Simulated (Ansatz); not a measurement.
# A computed series for hypothetical I4_132 Si: response to strain

The parent structure is Si (space group I4_132, No. 214; a = 6.397 Å; a hypothetical phase, not in the database extracts checked; relaxed with 0.1 eV smearing). Axes: x, y, z lie along the cube axes.

Strains are applied to the cell and any free atomic positions relax; under biaxial strain the out-of-plane vector relaxes too.

Computed with Ansatz (an electronic-structure program) PBEsol, spin-orbit coupling left out.

Notes on the quantities. energy relative to the base: free energy F; pressure: mean of the normal stresses, compression positive.

```tsv
case	energy relative to the base	space group	pressure	volume per atom
base	0 meV/atom	I4_132 (No. 214)	0.0 GPa	32.73 Å³
biaxial strain +1.00 %, plane normal [001], relaxed out of plane	-0.5 meV/atom	I4_122 (No. 98)	0.2 GPa	32.57 Å³
biaxial strain +2.14 %, plane normal [001], relaxed out of plane	-3.1 meV/atom	I4_122 (No. 98)	0.6 GPa	32.16 Å³
isotropic strain −4.91 %	+123 meV/atom	I4_132 (No. 214)	9.8 GPa	28.14 Å³
isotropic strain +1.50 %	+8.9 meV/atom	I4_132 (No. 214)	-1.8 GPa	34.22 Å³
uniaxial strain ε_yy = −1.28 %	+0.7 meV/atom	I4_122 (No. 98)	0.6 GPa	32.31 Å³
uniaxial strain ε_zz = +1.28 %	+0.7 meV/atom	I4_122 (No. 98)	-0.6 GPa	33.15 Å³
```

No phonon test of stability was made. Under biaxial strain +1.00 %, plane normal [001], relaxed out of plane and biaxial strain +2.14 %, plane normal [001], relaxed out of plane the cell ends below the base's energy or with stress of the wrong sign: the atoms slid into a distortion or the cell is elastically unstable, so the base is not a stable minimum at this level.
